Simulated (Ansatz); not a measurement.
GaS (P6_3/mmc), PBEsol+D3BJ, rigid bands (Ansatz, a program for electronic structure): N_c = 6.04e19 cm⁻³ at 300 K and an electron conductivity mass of 0.458 mₑ along x (a = (3.53, 0.00, 0.00) Å; b = (-1.77, 3.06, 0.00) Å; c = (0.00, 0.00, 15.04) Å).

Problem. For 1e16 electrons per cm³ at 300 K, place the Fermi level, estimate the Seebeck coefficient of a parabolic band with constant τ, and give mobility and conductivity for τ = 5 fs.

Solution. The level lies k_BT ln(N_c/n) = 0.225 eV below the conduction-band minimum. S ≈ −(k_B/e)[ln(N_c/n) + 5/2] = -966 μV/K, against -955 μV/K from the full bands (mean over directions). μ = eτ/m = 19.2 cm²/(V·s) and σ = neμ = 0.0308 S/cm. τ is assumed, not computed.

Band transport and this doping are assumed; polarons and phonon drag are left out. Spin-orbit coupling is left out. Geometry: cell and atoms relaxed with PBEsol+D3(BJ).

Formula and space group known from diffraction (Crystallography Open Database), not checked to be the room-temperature form: GaS (P6_3/mmc). PBEsol with a dispersion correction tends to overbind, so the cell can be several per cent short, in bad cases over ten, which usually narrows a gap: GaS (P6_3/mmc).
